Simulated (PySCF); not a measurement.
PySCF 2.14.0, BP86/def2-svp, df: W(NH)(S)(F)2 ([NH]=[W]([F])([F])=[S]), 6 atoms. The geometry is a generated start, not checked to be a minimum at this level.

```json
{
 "task": "energy",
 "method": "bp86",
 "basis": "def2-svp",
 "two_electron_scheme": "density fitting",
 "mol.max_memory": "3000 MB",
 "mf.max_cycle": "100",
 "mf.init_guess": "minao (default)",
 "mf.DIIS": "CDIIS (default)",
 "mf.conv_tol": "1e-09 (default)",
 "mf.grids.level": "3 (default)",
 "effective_core_potentials": "those of the basis set, past Kr",
 "basis_functions": "97",
 "grid_points": "95424"
}
```

```xyz
6

W      0.0086     0.2308     0.2794
N     -0.1522    -0.8824    -1.1018
H     -0.2041    -1.5242    -1.8948
S      2.0831     0.4479     0.9606
F     -0.6924     1.9206     0.0175
F     -1.0430    -0.1927     1.7391
```

Charge 0 and multiplicity 1 are set for this test and not shown to be the ground state.

One run each on 2 threads, 1 BLAS thread. Values of diis_space tried: 3, 5, 8 (default), 12, 20.

Task: Which value of diis_space needs the fewest Fock builds, and what happens away from it?

Result: Fewest Fock builds, within one of each other: 8 (default) with 16, 12 with 16, 20 with 16. The count rises to 70 at 3. All converge to one solution.

| diis_space | Fock builds | end |
|---|---|---|
| 3 | 70 | same solution |
| 5 | 24 | same solution |
| 8 (default) | 16 | same solution |
| 12 | 16 | same solution |
| 20 | 16 | same solution |
